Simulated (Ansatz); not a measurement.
## Carrier doping in BeS

Consider BeS in the zinc blende structure (space group F-43m, No. 216; a = 4.876 Å).

Carriers are added at fixed cell with a uniform background; the Fermi–Dirac width is that of 300 K.

Computed with PBE/PAW in Ansatz (a first-principles code), no spin-orbit coupling.

Notes on the quantities. Fermi level from band edge: Fermi level relative to the doped band's edge (positive inside the band; to 0.05 eV).

```csv
hole density (10^21 cm⁻³),Fermi level from band edge (eV)
0.5,0.10
0.7,0.10
1.5,?
20,0.90
```

### Question
Fit E_F = C n^s, fitted as a line in log–log form (a parabolic band gives s = 2/3) to the rows shown and predict the withheld row.

### Answer
Least squares on the printed values gives C = 0.14 eV, s = 0.62 (largest residual 0.01 eV); this predicts 0.18 eV, and the run gives 0.20 eV, in agreement.

Charged cell with a jellium background: band edges are those of the host's band count, energies are not comparable with the neutral cell, and many-body gap narrowing is missing. No phonon test of stability was made.
